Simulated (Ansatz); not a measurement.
We look at the energy of the reaction as written. Reaction: 1/2 cell B + 1/4 O2 (gas) → cell A. The sign is products less reactants.

Cell A: a slab of W (bcc, Im-3m) cut along (110), 8 atoms, oblique cell of 3.18 × 2.76 Å (7.2 Å²), symmetry Cm within 0.02 Å, 14.6 Å thick under 16 Å of vacuum, in-plane vectors held at the crystal's; planes from bottom to top: W × 7 | O, its two faces unlike (dipole correction applied); added, foreign or displaced atoms, above the top plane: O bound to 3 W at 2.01–2.09 Å; spin state with PBE: run without spin, k-point mesh 18×20×1.
```yaml
crystal:
  lattice:
    - [3.18370, 0.00000, 0.00000]
    - [1.59185, 2.25122, 0.00000]
    - [0.00000, 0.00000, 30.74253]
  atoms:
    - { symbol: W, position: [0.99599, 0.00793, 0.26245] }
    - { symbol: W, position: [0.49579, 0.00838, 0.33302] }
    - { symbol: W, position: [0.99550, 0.00894, 0.40648] }
    - { symbol: W, position: [0.49557, 0.00882, 0.47975] }
    - { symbol: W, position: [0.99683, 0.00639, 0.55277] }
    - { symbol: W, position: [0.50356, 0.99304, 0.62648] }
    - { symbol: W, position: [0.02127, 0.95754, 0.69959] }
    - { symbol: O, position: [0.37883, 0.24228, 0.73860] }
```

Cell B: a slab of W (bcc, Im-3m) cut along (110), 15 atoms, oblique cell of 6.37 × 2.76 Å (14.3 Å²), symmetry P1 within 0.02 Å, 14.6 Å thick under 16 Å of vacuum, in-plane vectors held at the crystal's; planes from bottom to top: W2 × 7 | O, its two faces unlike (dipole correction applied); added, foreign or displaced atoms, above the top plane: O bound to 3 W at 2.05–2.08 Å; spin state with PBE: run without spin, k-point mesh 9×20×1.
```
W14O
1.0
    6.36741     0.00000     0.00000
    1.59185     2.25122     0.00000
    0.00000     0.00000    30.74253
W O
14 1
Direct
  0.99918   0.00132   0.26255
  0.49912   0.00293   0.26255
  0.74890   0.00225   0.33311
  0.24884   0.00258   0.33319
  0.99869   0.00363   0.40665
  0.49923   0.00124   0.40658
  0.74835   0.00339   0.48003
  0.24893   0.00133   0.47969
  0.99960   0.99717   0.55302
  0.49808   0.00690   0.55312
  0.75110   0.99209   0.62588
  0.24919   0.99691   0.62724
  0.99771   0.01505   0.69973
  0.51044   0.94510   0.69792
  0.19429   0.26143   0.73724
```

Reference: an isolated O2 molecule (triplet) in a box of 11 × 11 × 13 Å.

All numbers come from Ansatz (a quantum-chemistry and plane-wave program), plane waves with PAW, its default PAW set, cutoff 420 eV, 500 eV for r2SCAN. The structures are at rest with PBE, within the held lattices; other levels are single points on them. Neutral cells; Fermi-Dirac smearing of at most 0.10 eV in the solids, energies taken to zero width. The lattices are those relaxed with PBE, so at other levels the solids can be strained, which adds to the spread. A dispersion term (D3(BJ), or D4 for r2SCAN) was computed beside these levels and is taken off wherever the name lacks it. No zero-point or thermal terms. Cells are local rest points, mostly with their start's symmetry. The runs are scalar-relativistic, without spin-orbit coupling. No Hubbard U is applied. Values are for these cell sizes. Cell A has symmetry Cm within 0.02 Å and got no random move, so less symmetric positions, which may lie lower, weren't tried.

### Question
Estimate the value that PBE returns for this input.

### Answer
-1.79 eV, for 1/2 cell B + 1/4 O2 (gas) → cell A.

### Question
What do the other levels give, and how wide is the spread?

### Answer
```json
[
 {"Method": "r2SCAN", "value (eV)": "-1.92", "less PBE": "-0.13"}
]
```

The levels shown span 0.13 eV, from r2SCAN (-1.92) to PBE (-1.79).
